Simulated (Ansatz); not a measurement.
Consider IrO₂ in the rutile structure (space group P4_2/mnm, No. 136; a = 4.472 Å, c = 3.154 Å).

Calculations: Kohn–Sham DFT with the PBEsol functional, run in Ansatz (an electronic-structure program) with PAW and 420 eV plane waves, without spin-orbit coupling.

For the base:

* **Pressure**: 0.0 GPa
* **Band gap**: zero

Perturbation: the cell is scaled by 1.0053 in all directions; the atoms relax in the strained cell.

Q: Estimate the effect on the energy relative to the base.

A: The energy grows by 2.5 meV/atom.

Q: What does the calculation give for the pressure after the change?

A: The pressure (mean of the normal stresses, compression positive) goes from zero to -4.7 GPa.

Q: What does the calculation give for the band gap after the change?

A: The band gap stays zero.

No phonon test of stability was made. No Hubbard U is applied, and correlation can decide whether such a compound is a metal. The final runs are not spin-polarised.
